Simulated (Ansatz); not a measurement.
The parent structure is Mo in the bcc (W type) structure (space group Im-3m, No. 229; relaxed with 0.1 eV smearing).

```yaml
crystal:
  lattice:
    - [-1.56498, 1.56498, 1.56498]
    - [1.56498, -1.56498, 1.56498]
    - [1.56498, 1.56498, -1.56498]
  atoms:
    - { symbol: Mo, position: [0.00000, 0.00000, 0.00000] }
```

Cartesian axes are those of the cell as printed.

The values are results of PBEsol (Ansatz, a quantum-chemistry and plane-wave program, PAW, no spin-orbit coupling), not measurements.

For the base:

The shortest interatomic distance is 5.122 bohr and the band gap is zero.

It is then changed as follows: the symmetric strain tensor [0.0032 -0.0036 0.0112; -0.0036 -0.0246 0.0072; 0.0112 0.0072 0.0094], atoms relaxed at fixed cell.

Question: Predict the new shortest interatomic distance, energy relative to the base, stress and band gap.

Answer: The shortest interatomic distance decreases by 0.095 bohr to 5.027 bohr; the energy goes up by 17 meV/atom; the stress (xx, yy, zz, yz, xz, xy; compression positive) is (1.4, 10.7, -0.6, -1.6, -2.6, 0.9) GPa; the band gap stays zero.

No phonon test of stability was made. All final runs are without spin polarisation.
